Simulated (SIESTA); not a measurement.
SIESTA run on Si2Ni (Fm-3m, 3 atoms in the cell): relaxation of cell and atoms.

Method: SIESTA with GGA PBE, numerical atomic orbitals DZP, PseudoDojo PBE standard norm-conserving potentials (rewritten from UPF to PSML).

```xyz
3
Lattice="0.0000 2.6932 2.6932 2.6932 0.0000 2.6932 2.6932 2.6932 0.0000" Properties=species:S:1:pos:R:3 pbc="T T T"
Si     1.3466     1.3466     1.3466
Si     4.0397     4.0397     4.0397
Ni     0.0000     0.0000     0.0000
```

Reference input (self-consistent single point, DFT, GGA PBE, numerical atomic orbitals DZP, PseudoDojo PBE standard norm-conserving potentials (rewritten from UPF to PSML)): XC.functional = GGA; XC.authors = PBE; potentials = PseudoDojo PBE standard; PAO.BasisSize = DZP; PAO.EnergyShift = 0.01 Ry; MeshCutoff = 350 Ry; kgrid.MonkhorstPack = 9 9 9; OccupationFunction = MP; OccupationMPOrder = 0; ElectronicTemperature = 0.1 eV; MaxSCFIterations = 150; SCF.Mixer.Method = Pulay. This run's input differs from it in these lines:

```diff
@@ -43,2 +43,7 @@
 Diag.ParallelOverK           true
+MD.TypeOfRun                 CG
+MD.Steps                     40
+MD.MaxForceTol               0.02 eV/Ang
+MD.VariableCell              true
+MD.MaxStressTol              0.05 GPa
 WriteForces                  true
```

Output (repeated stretches shortened):

```
        iscf     Eharris(eV)        E_KS(eV)     FreeEng(eV)     dDmax    Ef(eV) dHmax(eV)
   scf:    1    -4695.584181    -4766.613786    -4766.616343  1.575319 -2.196480 37.416078
   scf:    2    -4763.761772    -4790.459289    -4790.463286  0.475233 -4.274158 15.540387
   scf:    3    -4797.618514    -4795.342358    -4795.348690  0.109553 -3.715377  3.044548
   scf:    4    -4739.891291    -4777.483538    -4777.485916  0.295359 -2.460371 28.380812
   scf:    5    -4798.087126    -4795.630142    -4795.635337  0.245859 -3.588285  0.120415
   [... 2 lines left out ...]
   scf:    8    -4795.629985    -4795.630320    -4795.635541  0.001015 -3.590716  0.064276
   scf:    9    -4795.630405    -4795.630402    -4795.635628  0.000476 -3.593668  0.001695
   scf:   10    -4795.630402    -4795.630402    -4795.635628  0.000005 -3.593648  0.001227
   scf:   11    -4795.630403    -4795.630402    -4795.635628  0.000012 -3.593597  0.000002
SCF Convergence by DM+H criterion
max |DM_out - DM_in|         :     0.0000121437
max |H_out - H_in|      (eV) :     0.0000022892
SCF cycle converged after 11 iterations

Using DM_out to compute the final energy and forces

siesta: E_KS(eV) =            -4795.6304

siesta: E_KS - E_eggbox =     -4795.6304

siesta: Atomic forces (eV/Ang):
     1   -0.000398   -0.000398   -0.000398
     2    0.000398    0.000398    0.000398
     3   -0.000000   -0.000000   -0.000000
   Tot   -0.000000   -0.000000   -0.000000
   Max    0.000398
   Res    0.000325    sqrt( Sum f_i^2 / 3N )
   Max    0.000398    constrained

Stress tensor Voigt[x,y,z,yz,xz,xy] (kbar):      -45.71      -45.71      -45.71       -0.34       -0.34       -0.34
(Free)E + p*V (eV/cell)    -4794.5210
Target enthalpy (eV/cell)    -4795.6356

   [... lines left out ...]
siesta: Pressure (static):         45.71194913  kBar
siesta: Pressure (total):         45.71194913  kBar
No target stress found, assuming hydrostatic MD.TargetPressure.
Target stress (kBar)
outcell: Cell volume (Ang**3)        :     40.2197
        iscf     Eharris(eV)        E_KS(eV)     FreeEng(eV)     dDmax    Ef(eV) dHmax(eV)
siesta: Pressure (static):          0.09534248  kBar
siesta: Pressure (total):          0.09534248  kBar
outcell: Cell volume (Ang**3)        :     40.2197
siesta: FreeEng =     -4795.652585
   [... lines left out ...]
siesta:    -0.000060   -0.000098   -0.000098
siesta:    -0.000098   -0.000060   -0.000098
siesta:    -0.000098   -0.000098   -0.000060

siesta: Cell volume =         40.219729 Ang**3

siesta: Pressure (static):
siesta:                Solid            Molecule  Units
siesta:           0.00000065          0.00000200  Ry/Bohr**3
siesta:           0.00005951          0.00018350  eV/Ang**3
siesta:           0.09534248          0.29400498  kBar
```

The run converged. 

Summary of the result:
Free energy E − TS: -4795.6526 eV
Fermi level (on the code's own zero): -3.62 eV
Pressure: 0.01 GPa
Largest force (vector length): 0.003 eV/Å
Final cell: a = 3.846 Å, b = 3.846 Å, c = 3.846 Å, α = 59.98°, β = 59.98°, γ = 59.98°
Final volume per atom: 13.41 Å³
Relaxation steps: 8

The starting cell comes from a database of computed structures (which also holds hypothetical and non-ambient phases and stackings), without a prior relaxation at this level. Spin polarisation is off. Values carry the incompleteness of an atom-centred basis.

Cost on one core of a shared machine: roughly 3 min.
